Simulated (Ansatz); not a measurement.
An Ansatz (an electronic-structure program) input (r2SCAN in Ansatz (plane waves to 500 eV, PAW, without spin-orbit coupling), earlier PAW set):

Ansatz 0.2 input:
```yaml
crystal:
  lattice:
    - [-2.5605244056, 2.5605244056, 5.8115429949]
    - [2.5605244056, -2.5605244056, 5.8115429949]
    - [2.5605244056, 2.5605244056, -5.8115429949]
  atoms:
    - { symbol: Bi, position: [0.75, 0.25, 0.5] }
    - { symbol: Bi, position: [0, 0, 0] }
    - { symbol: V, position: [0.25, 0.75, 0.5] }
    - { symbol: V, position: [0.5, 0.5, 0] }
    - { symbol: O, position: [0.0798450732, 0.9677388253, 0.3901526356] }
    - { symbol: O, position: [0.5775861898, 0.6896924377, 0.6098473644] }
    - { symbol: O, position: [0.7177388253, 0.8275861898, 0.3878937521] }
    - { symbol: O, position: [0.4396924377, 0.3298450732, 0.6121062479] }
    - { symbol: O, position: [0.6701549268, 0.2822611747, 0.1098473644] }
    - { symbol: O, position: [0.1724138102, 0.5603075623, 0.8901526356] }
    - { symbol: O, position: [0.0322611747, 0.4224138102, 0.1121062479] }
    - { symbol: O, position: [0.3103075623, 0.9201549268, 0.8878937521] }
basis: { ecutwfc: 500, ecutrho_ratio: 4, xc_grid: 4, fft_grid_basis: typed }
kpoints: { mp_grid: { grid: [7, 7, 7] } }
hamiltonian:
  xc: r2scan
  dispersion: none
  pseudopotentials: { azcp: { folder: ./paw }, kind: paw }
scf: { occupations: { method: fermi_dirac, width: 0.05 }, convergence: { dr2_threshold: 0.0000000012 } }
output: { forces: true, stress: true }
```

Problem. Which symmetry and how many k-points will the program report, and about how many plane waves at Γ?

Solution. Space group I41/a (ITA 88) with 8 operations, k-points 52 of 343, and 3893 plane waves at Γ.

Stability against distortions was not tested. Seeded moments were not kept for the base. All final runs are without spin polarisation. The cell is VBiO₄ (space group I4_1/a, No. 88).
